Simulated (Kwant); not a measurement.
## GaAs/Al0.3Ga0.7As stack with 1 barrier

System: GaAs/Al0.3Ga0.7As stack with 1 barrier. One parabolic valley. Leads of mass 0.067 mₑ with the band edge at 0; grid 0.1 nm; bias swept from 0.0096 to 0.44756 V, dropping linearly over the stack. Emitter Fermi level 0.018 eV, 4 K, equal in the collector.

```json
[
 {"layer": "1", "thickness (nm)": "6.8", "band offset (eV)": "0.24", "mass (mₑ)": "0.092"}
]
```

The device is made up for the run: typed textbook-type constants, with dimensions and the other settings drawn at random.

Kwant, one-band effective-mass tight-binding model in one dimension, coherent, no space charge, current by the Tsu-Esaki formula.

```
bias (V)  J (A/cm²)
--------  ---------
0.009600       5.13
0.02582        9.21
0.04204        12.7
0.05826        16.6
0.07448        21.1
0.09070        26.4
0.1069         32.7
0.1231         40.2
0.1394         49.2
0.1556         60.1
0.1718         73.3
0.1880         89.4
0.2042          109
0.2205          134
0.2367          164
0.2529          201
0.2691          248
0.2853          307
0.3016          381
0.3178          475
0.3340          596
0.3502          751
0.3665          951
0.3827         1210
0.3989         1550
0.4151         1990
0.4313         2560
0.4476         3290
```
